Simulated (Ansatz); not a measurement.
The parent structure is GaN in the wurtzite structure (space group P6_3mc, No. 186; a = 3.183 Å, c = 5.185 Å).

All numbers come from PBEsol (Ansatz, an electronic-structure program), no spin-orbit coupling.

Carriers are added at fixed cell with a uniform background; the Fermi–Dirac width is that of 300 K.

One change was made to it. Results:

The gap between the host's bands increases by 0.160 eV, from 1.88 eV to 2.03 eV; the Fermi level relative to the doped band's edge (positive inside the band; to 0.05 eV) amounts to +0.45 eV; the gap character is still direct at Γ.

Q: Which change produced these results?
A) holes 7.0×10^21 cm⁻³
B) holes 1.0×10^22 cm⁻³
C) electrons 1.5×10^21 cm⁻³
D) electrons 5.0×10^21 cm⁻³

A: A, holes 7.0×10^21 cm⁻³. For comparison, the gap between the host's bands in the other runs: electrons 5.0×10^21 cm⁻³ gives 1.79 eV; holes 1.0×10^22 cm⁻³ gives 2.10 eV; electrons 1.5×10^21 cm⁻³ gives 1.85 eV.

Carriers are added with a uniform compensating background; total energy and stress of such cells depend on the potential's zero and are not compared; many-body gap narrowing is missing at this level. Whether these cells are dynamically stable was not tested.
